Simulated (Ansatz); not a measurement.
Take GaS in the beta-GaS type structure (space group P6_3/mmc, No. 194; a = 3.534 Å, c = 15.041 Å; layered, stacked along the Cartesian z axis) as the base. Axes: x lies along a and z along c of the hexagonal cell.

Perturbation: biaxial strain +0.85 %, plane normal [001], relaxed out of plane (Cartesian); in-plane vectors clamped, the third vector and the atoms free.

Levels (all Ansatz, a quantum-chemistry and plane-wave program, PAW, earlier PAW set): PBEsol-D3(BJ) (420 eV, scalar-relativistic without spin-orbit coupling); HSE06 (420 eV, scalar-relativistic without spin-orbit coupling); PBEsol+SOC (420 eV, spin-orbit coupling included).

One geometry, relaxed with PBEsol-D3(BJ), under each level:

The valence-band top lists the three highest levels at Γ (Kramers pairs under SOC), from the VBM.

```csv
level,band gap,lowest conduction level above the VBM at special points,valence-band top at Γ,hole mass
PBEsol-D3(BJ),1.23 eV,M 1.23 eV; K 1.36 eV; L 1.49 eV; Γ 1.53 eV,"0.00, -1.58, -1.58 eV","0.13 mₑ out of plane, 1.8 mₑ in plane (at Γ)"
HSE06,…,…,–,–
PBEsol+SOC,1.23 eV,M 1.23 eV; K 1.36 eV; L 1.49 eV; Γ 1.53 eV,"0.00, -1.55, -1.62 eV","0.13 mₑ out of plane, 1.8 mₑ in plane (at Γ)"
```

Problem. Give the withheld HSE06 results.

Solution. 
- HSE06, band gap: 2.03 eV
- HSE06, lowest conduction level above the VBM at special points: M 2.03 eV; K 2.14 eV; L 2.32 eV; Γ 2.65 eV

Single points use the geometry relaxed with PBEsol-D3(BJ). The hybrid gap comes from the SCF mesh plus the semilocal run's edge points and a few special points and is an upper bound. The spin-orbit shifts are approximate. Effective masses come from finite differences of ±0.01 Å⁻¹. Whether these cells are dynamically stable was not tested.
